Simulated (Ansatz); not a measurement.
**Effect of Si interstitial (started 1.75 Å from the nearest host atom), symmetric start on WSi2**

The parent structure is a 9-atom supercell of WSi$_{2}$ (space group I4/mmm, No. 139; a = 3.229 Å, c = 7.868 Å) at its relaxed geometry.

Modification: a neutral Si interstitial (started 1.75 Å from the nearest host atom), symmetric start, atoms relaxed at fixed cell.

The values are results of PBE (Ansatz, a quantum-chemistry and plane-wave program, PAW, scalar-relativistic without spin-orbit coupling), earlier PAW set, not measurements. k-mesh 9×9×9 (Γ-centred); smearing 0.05 eV (Fermi–Dirac).

The largest displacement of a host atom from its site in the perfect cell comes out as 0.37 Å and the final site of the added atom is 4 Si at 2.11 Å and 4 W at 2.60 Å.

Final structure:

```
CELL_PARAMETERS angstrom
     -1.61472     1.61472     3.93387
      1.61472    -1.61472     3.93387
      6.45886     3.22943     0.00000
ATOMIC_POSITIONS crystal
  W  0.99190 0.00810 0.98379
  W  0.67477 0.32523 0.34954
  W  0.33333 0.66667 0.66667
  Si 0.37252 0.30897 0.95878
  Si 0.97564 0.70585 0.37456
  Si 0.66920 0.00254 0.66667
  Si 0.58626 0.73225 0.95878
  Si 0.39892 0.91959 0.37456
  Si 0.99746 0.33080 0.66667
  Si 0.08333 0.41667 0.16667
```

The cell is small, so the values are those of an ordered compound at a high defect concentration; dilute-limit values will differ. The defect started on the symmetric site and kept its symmetry, so it may sit on a saddle. All final runs are without spin polarisation. The defect cell is not spin-polarised.
